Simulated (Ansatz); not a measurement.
Ni under a change: isotropic strain +3.67 %

Consider Ni in the fcc (Cu type) structure (space group Fm-3m, No. 225; a = 3.4788 Å; ferromagnetic; relaxed with 0.1 eV smearing).

Now apply this change: an isotropic linear strain of +3.67 %, atoms relaxed at fixed cell.

Level of theory: r2SCAN (Ansatz, a first-principles code), without spin-orbit coupling. Settings: 32×32×32 k-points, 0.1 eV Fermi–Dirac smearing.

The volume per atom rises by 1.20 Å³ (10.53 Å³ → 11.73 Å³) and the shortest interatomic distance increases by 0.090 Å, from 2.460 Å to 2.550 Å. The energy grows by 75 meV/atom and the pressure goes from zero to -18.0 GPa. The band gap stays zero and the magnetic state is still ferromagnetic. The largest site moment rises by 0.055 μB to 0.85 μB.

The magnetic state is the one reached from the starting moments; the real material's order can differ, and small cells can't hold many antiferromagnetic ones. Whether these cells are dynamically stable was not tested.
